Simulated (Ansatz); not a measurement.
The parent structure is SiGe in the wurtzite structure (space group P6_3mc, No. 186; a = 3.904 Å, c = 6.455 Å; a model cell, its experimental status unchecked).

Computed with r2SCAN, PAW, 500 eV (Ansatz, a quantum-chemistry and plane-wave program; without spin-orbit coupling).

Carriers are added at fixed cell with a uniform background; the Fermi–Dirac width is that of 300 K.

One change was made to it. Results:

```json
[
 {"quantity": "gap character", "base": "indirect, Γ → M", "after": "indirect, Γ → k = (0, 0.412, 1/3) in the run's primitive reciprocal basis"},
 {"quantity": "Fermi level relative to the doped band's edge (positive inside the band; to 0.05 eV)", "base": "–", "after": "+1.35 eV"},
 {"quantity": "gap between the host's bands", "base": "0.66 eV", "after": "0.75 eV"}
]
```

Question: Which change produced these results?
(A) holes 1.0×10^21 cm⁻³
(B) holes 7.0×10^21 cm⁻³
(C) holes 3.0×10^21 cm⁻³
(D) holes 2.0×10^21 cm⁻³
(E) electrons 3.0×10^21 cm⁻³

Answer: B, holes 7.0×10^21 cm⁻³. For comparison, the Fermi level from band edge in the other runs: electrons 3.0×10^21 cm⁻³ gives +0.35 eV; holes 3.0×10^21 cm⁻³ gives +0.90 eV; holes 2.0×10^21 cm⁻³ gives +0.70 eV; holes 1.0×10^21 cm⁻³ gives +0.55 eV.

Charged cell with a jellium background: band edges are those of the host's band count, energies are not comparable with the neutral cell, and many-body gap narrowing is missing. Gaps are Kohn–Sham eigenvalue differences; semilocal functionals usually give less than the measured gap. Stability against distortions was not tested.
